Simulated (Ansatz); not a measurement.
Cubic perovskite CsCaF₃ was calculated with B3LYP (VWN-RPA form) (PAW; Ansatz, a program for electronic structure).

Run with plane-wave cutoff 460 eV, 6×6×6 k mesh, Fermi–Dirac smearing 0.01 eV, scalar-relativistic PAW data made under PBE.

Properties against volume:

| V (Å³/atom) | P (GPa) | direct gap at Γ (eV) |
|---|---|---|
| 18.252 | 2.78 | 9.598 |
| 18.836 | 0.97 | 9.397 |
| 19.213 | -0.04 | 9.274 |
| 19.693 | -1.17 | 9.124 |
| 20.173 | -2.16 | 8.980 |

A straight line through the gaps at Γ against ln V gives a volume deformation potential dE_g(Γ)/d ln V of -6.2 eV: the gap at Γ widens under compression.

Note: the relaxation could not lower the start's symmetry, so the cell can be a saddle point above a distorted one.

Spin–orbit coupling is not included.
